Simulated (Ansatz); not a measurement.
Start from TiSi2 (space group Cmcm, No. 63; a = 3.527 Å, b = 13.517 Å, c = 3.565 Å). Axes: x, y, z lie along a, b, c of the conventional cell.

The values are results of r2SCAN (Ansatz, a quantum-chemistry and plane-wave program), no spin-orbit coupling, not measurements.

Base values:

The pressure comes out as 0.0 GPa.

Now apply this change: tensor shear ε_yz = −1.16 % (engineering shear γ = -0.0232), atoms relaxed at fixed cell.

### Question
What does the calculation give for the energy relative to the base after the change?

### Answer
The energy rises by 3.1 meV/atom.

### Question
How does this affect the pressure?

### Answer
The pressure (mean of the normal stresses, compression positive) is nearly the same (0.0 GPa against 0.1 GPa).

Without a gap, meshes like the base's 14×14×13 leave anisotropic stresses uncertain by several tenths of a GPa, and small strain energies with them. The cells carry an imposed strain or load. No phonon test of stability was made. All final runs are without spin polarisation.
